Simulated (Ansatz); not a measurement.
The reference is TlBr in the CsCl type structure (space group Pm-3m, No. 221; a = 3.9145 Å). Axes: x, y, z lie along the cube axes.

Level of theory: Kohn–Sham DFT with the PBEsol functional, run in Ansatz (a first-principles code) with PAW and 420 eV plane waves, no SOC.

Before the change:

| Item | Result |
|---|---|
| Pressure | 0.00 GPa |
| Valley order | X along ⟨100⟩ 1.59 eV; R along ⟨111⟩ 1.81 eV |

It is then changed as follows: biaxial strain +0.50 %, plane normal [001], relaxed out of plane (Cartesian); in-plane vectors clamped, the third vector and the atoms free.

Task: Predict the new pressure.

Result: The pressure (mean of the normal stresses, compression positive) goes from zero to -0.15 GPa.

Task: What happens to the valley order?

Result: The valley order (the lowest conduction-band minima on the path, energy above the VBM, named in the base's zone) becomes X along [001] 1.56 eV; X along [010] 1.61 eV; R along [111] 1.79 eV (base: X along ⟨100⟩ 1.59 eV; R along ⟨111⟩ 1.81 eV).

Spin-orbit coupling, missing from the scalar runs, can matter with Tl. The levels and masses belong to the bands next to the band gap. Whether these cells are dynamically stable was not tested.
